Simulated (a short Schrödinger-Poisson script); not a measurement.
Symmetric double-gate stack, SiO2 on p-type Si(111)

Stack: symmetric double-gate stack, SiO2 on p-type Si(111), at 77 K.

| layer | material | thickness (nm) | Na (cm⁻³) |
|---|---|---|---|
| 1 | SiO2 | 2.3 | - |
| 2 | Si | 5 | 4e17 |
| 3 | SiO2 | 2.3 | - |

Constants are typed, rounded textbook-type inputs, not results; the design itself was drawn at random and stands for no fabricated device. SiO2: permittivity 3.9, conduction-band edge (eV) 3.15, gap (eV) 9, electron mass (mₑ) 0.5. Si: permittivity 11.7, conduction-band edge (eV) 0, gap (eV) 1.124, Nv at 300 K (cm⁻³) 3.1e19.

Channel valleys (confinement mass, in-plane density-of-states mass, number): Δ6 0.258, 0.358, 6. At the gates, both at one voltage, the conduction-band edge of layer 1 lies 3.74 eV − eVg above the Fermi level of the channel. Gaps are held at their typed values at every temperature. Mesh 0.03 nm at interfaces.

From a short Schrödinger-Poisson script (our own, NumPy): 1D Poisson equation in equilibrium, electrons quantum, Hartree (BenDaniel-Duke, 12 states a valley, the channel's in-plane mass for all, wave functions ending at the dielectric), parabolic valleys, classical holes, full ionisation, no traps, pinning or gate leakage.

```
Vg (V)  electrons (cm⁻²)  C (μF/cm²)  Δ6 E0 (meV)  Δ6 E1 (meV)
------  ----------------  ----------  -----------  -----------
0.6               6.35e8      0.0164         60.7        235.3
0.7              8.07e11        2.18         12.8        185.4
0.8              2.24e12        2.35          5.2        174.4
0.9              3.72e12        2.40          0.9        166.6
1                5.23e12        2.42         -2.3        159.9
1.1              6.74e12        2.44         -4.9        153.8
1.2              8.27e12        2.44         -7.3        148.1
1.3              9.79e12        2.45         -9.5        142.6
1.4              1.13e13        2.46        -11.6        137.3
1.5              1.29e13        2.47        -13.5        132.1
1.6              1.44e13        2.47        -15.4        127.1
1.7              1.60e13        2.48        -17.3        122.2
1.8              1.75e13        2.48        -19.1        117.4
1.9              1.91e13        2.49        -21.0        112.6
2                2.06e13        2.49        -22.8        108.0
```

Gate voltages with under 1e6 electrons/cm² are left out.

Subbands count from the Fermi level. The capacitance is that of both gates.
